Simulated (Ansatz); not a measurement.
Carrier properties of monolayer Sb

Here is the system:

```xyz
2
Lattice="3.9980 0.0000 0.0000 -1.9990 3.4624 0.0000 0.0000 0.0000 17.4065" Properties=species:S:1:pos:R:3 pbc="T T T"
Sb     1.9990     1.1541     9.5432
Sb     0.0000     2.3083     7.8633
```

All values below come from PBE with spin-orbit coupling, rigid bands (plane waves, PAW; Ansatz, a quantum-chemistry and plane-wave program). Condition of this run: biaxial strain -3 % with spin-orbit coupling. How the cell was made: cell and atoms relaxed with PBE, then loaded as said.

The band gap is 0.67 eV and the electron conductivity mass (300 K, dilute) comes out as 0.23 mₑ. The hole conductivity mass (300 K, dilute) is 0.121 mₑ, the effective density of states N_c (300 K) is 1.7e13 cm⁻² and the effective density of states N_v (300 K) is 1.2e12 cm⁻². The Seebeck coefficient, n-type 1.7e12 cm⁻², 300 K comes out as -377 μV/K and the Seebeck coefficient, p-type 1.7e12 cm⁻², 300 K is 137 μV/K.

Rigid bands; masses and Seebeck coefficients take one relaxation time τ for all states and one kind of carrier; polarons and phonon drag are left out.
